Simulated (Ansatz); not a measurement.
Consider ZrSe$_{2}$ in the CdI2 type structure (space group P-3m1, No. 164; a = 3.660 Å, c = 5.841 Å; layered, stacked along the Cartesian z axis; relaxed with 0.1 eV smearing). Axes: x lies along a and z along c of the hexagonal cell.

Method: PBEsol-D3(BJ) (Ansatz, a first-principles code, PAW, scalar-relativistic without spin-orbit coupling).

Strains are applied to the cell and any free atomic positions relax.

One change was made to it. Results:

The shortest interatomic distance drops by 0.0322 Å (2.656 Å → 2.623 Å); the energy goes up by 19 meV/atom.

Which of these changes matches the shifts?
(A) uniaxial strain ε_xx = −0.77 %
(B) uniaxial strain ε_yy = −4.71 %
(C) isotropic strain −1.31 %
(D) strain tensor (xx, yy, zz, yz, xz, xy) = (−0.29, −0.78, +1.65, −0.06, +0.47, +0.86) %
(E) isotropic strain −2.11 %

B, uniaxial strain ε_yy = −4.71 %. For comparison, the energy relative to the base in the other runs: uniaxial strain ε_xx = −0.77 % gives +0.5 meV/atom; strain tensor (xx, yy, zz, yz, xz, xy) = (−0.29, −0.78, +1.65, −0.06, +0.47, +0.86) % gives +2.7 meV/atom; isotropic strain −1.31 % gives +5.4 meV/atom; isotropic strain −2.11 % gives +15 meV/atom.

No phonon test of stability was made. All final runs are without spin polarisation.
